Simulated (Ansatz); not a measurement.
The cell is made up: elements placed on another compound's structure type, so the phase may be hypothetical.

Tunnelling through a barrier is set by its complex band structure: the current falls as exp(−2κd) with the smallest κ.

Input:

```
CELL_PARAMETERS angstrom
      6.91887     0.00000     0.00000
      0.00000     6.91887     0.00000
      0.00000     0.00000     6.91887
ATOMIC_POSITIONS crystal
  Mg 0.75000 0.00000 0.50000
  Mg 0.50000 0.75000 0.00000
  Mg 0.50000 0.25000 0.00000
  Mg 0.25000 0.00000 0.50000
  Mg 0.00000 0.50000 0.75000
  Mg 0.00000 0.50000 0.25000
  S  0.75000 0.50000 0.00000
  S  0.00000 0.75000 0.50000
  S  0.00000 0.25000 0.50000
  S  0.25000 0.50000 0.00000
  S  0.50000 0.00000 0.75000
  S  0.50000 0.00000 0.25000
```

Space group of this cell: Pm-3n. The cell was relaxed by PBE-D3(BJ); by r2SCAN its mean pressure is 0.5 GPa.

Transport runs along the normal of the first two printed cell vectors.

The gap is the functional's own, uncorrected, and κ follows it; spin-orbit coupling is left out. Mid-gap values are interpolated between the computed energies.

Problem. Give the band gap and the smallest decay constant κ at mid-gap that r2SCAN (Ansatz, a first-principles code) yields.

Solution. Gap 3.59 eV on a 6×6×6 mesh; κ = 0.256 1/Å, at the zone centre.
